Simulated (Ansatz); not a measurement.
Take PbS in the rock salt structure (space group Fm-3m, No. 225; a = 5.9747 Å) as the base. Axes: x, y, z lie along the cube axes.

Level of theory: DFT with r2SCAN, PAW potentials and a 500 eV plane-wave cutoff in Ansatz (a quantum-chemistry and plane-wave program), scalar-relativistic without spin-orbit coupling.

It is then changed as follows: uniaxial strain ε_zz = +2.00 %, all other strain components held at zero, atoms relaxed at fixed cell.

Task: Predict the stress tensor and what it implies for the stiffness.

Result: Stress of the strained cell less that of the base (GPa, compression positive):
```
  -0.35    0.00    0.00
   0.00   -0.35    0.00
   0.00    0.00   -2.43
```

Then −Δσ_ii/ε with ε = 0.0200 gives secant stiffness values (nonlinear terms included at this strain): C33 ≈ 121 GPa, C13 ≈ 17 GPa and C23 ≈ 17 GPa.

As a check, the harmonic strain energy −½ V₀ Δσ:ε is 4.0 meV/atom; the computed energy rise is 4.2 meV/atom.

Whether these cells are dynamically stable was not tested.
